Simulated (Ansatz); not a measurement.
# C in the graphite type structure (space group P6_3/mmc, No. 194; layered, stacked along the Cartesian z axis)

```
C
1.0
    2.45828     0.00000     0.00000
   -1.22914     2.12893     0.00000
    0.00000     0.00000     6.56348
C
4
Cartesian
  0.00000   0.00000   1.64087
  0.00000   0.00000   4.92261
  0.00000   1.41929   1.64087
  1.22914   0.70964   4.92261
```

The values are results of plane-wave PAW DFT at the PBEsol-D3(BJ) level (Ansatz, an electronic-structure program, 420 eV), scalar-relativistic without spin-orbit coupling, not measurements. Γ-centred 15×15×5 mesh, Fermi–Dirac width 0.05 eV.

- Volume per atom = 8.59 Å³
- Density = 2.32 g/cm³
- Band gap = zero
- Total energy = -246.799 eV/atom (σ→0; compares only within this code and set-up)

Stability against distortions was not tested.
